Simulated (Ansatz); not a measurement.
A computed series for ZnSe: point defects

The reference is a 16-atom supercell of ZnSe in the zinc blende structure (space group F-43m, No. 216) at its relaxed geometry.

```
CELL_PARAMETERS angstrom
      0.00000     5.73301     5.73301
      5.73301     0.00000     5.73301
      5.73301     5.73301     0.00000
ATOMIC_POSITIONS crystal
  Se 0.37500 0.37500 0.37500
  Se 0.37500 0.37500 0.87500
  Se 0.37500 0.87500 0.37500
  Se 0.37500 0.87500 0.87500
  Se 0.87500 0.37500 0.37500
  Se 0.87500 0.37500 0.87500
  Se 0.87500 0.87500 0.37500
  Se 0.87500 0.87500 0.87500
  Zn 0.00000 0.00000 0.00000
  Zn 0.00000 0.00000 0.50000
  Zn 0.00000 0.50000 0.00000
  Zn 0.00000 0.50000 0.50000
  Zn 0.50000 0.00000 0.00000
  Zn 0.50000 0.00000 0.50000
  Zn 0.50000 0.50000 0.00000
  Zn 0.50000 0.50000 0.50000
```

One neutral defect a cell, atoms relaxed at fixed cell.

All numbers come from PBE (Ansatz, a first-principles code), no spin-orbit coupling.

| variant | largest displacement of a host atom from its site in the perfect cell | pressure |
|---|---|---|
| perfect supercell | – | 0.0 GPa |
| Cd on a Zn site, symmetric start | 0.11 Å | 1.8 GPa |
| As on a Se site, symmetric start | 0.05 Å | -0.2 GPa |
| Se on a Zn site (antisite) | 0.32 Å | 1.8 GPa |
| Se interstitial (started 2.48 Å from the nearest host atom), symmetric start | 0.20 Å | 5.3 GPa |

The magnetic state is the one reached from the starting moments; the real material's order can differ, and small cells can't hold many antiferromagnetic ones. The cell is small, so the values are those of an ordered compound at a high defect concentration; dilute-limit values will differ. A case with no gap was solved on a k-mesh chosen for an insulator, which is coarse for it. Defects with a symmetric start kept the site's symmetry and may sit on a saddle; the others started slightly shaken. Starting moments died away, wholly or in part, for Cd on a Zn site, As on a Se site, Se on a Zn site (antisite) and Se interstitial (started 2.48 Å from the nearest host atom); another magnetic solution may exist.
